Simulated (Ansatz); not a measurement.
## What isotropic strain −1.50 % does to Cd

Take Cd in the hcp (Mg type) structure (space group P6_3/mmc, No. 194; a = 3.029 Å, c = 5.759 Å; relaxed with 0.1 eV smearing) as the base.

Perturbation: an isotropic linear strain of −1.50 %; the atoms relax in the strained cell.

Method: Ansatz (a program for electronic structure) PBE, no spin-orbit coupling. k-mesh 22×22×10 (Γ-centred); smearing 0.1 eV (Fermi–Dirac).

```tsv
quantity	base	changed	shift
volume per atom	22.89 Å³	21.87 Å³	-1.014 Å³
space group	P6_3/mmc (No. 194)	P6_3/mmc (No. 194)	–
shortest interatomic distance	3.029 Å	2.984 Å	-0.045 Å
energy relative to the base (free energy F)	0 meV/atom	+6.9 meV/atom	+6.9 meV/atom
pressure (mean of the normal stresses, compression positive)	0.0 GPa	2.3 GPa	+2.3 GPa
band gap	zero	zero	–
```

No phonon test of stability was made.
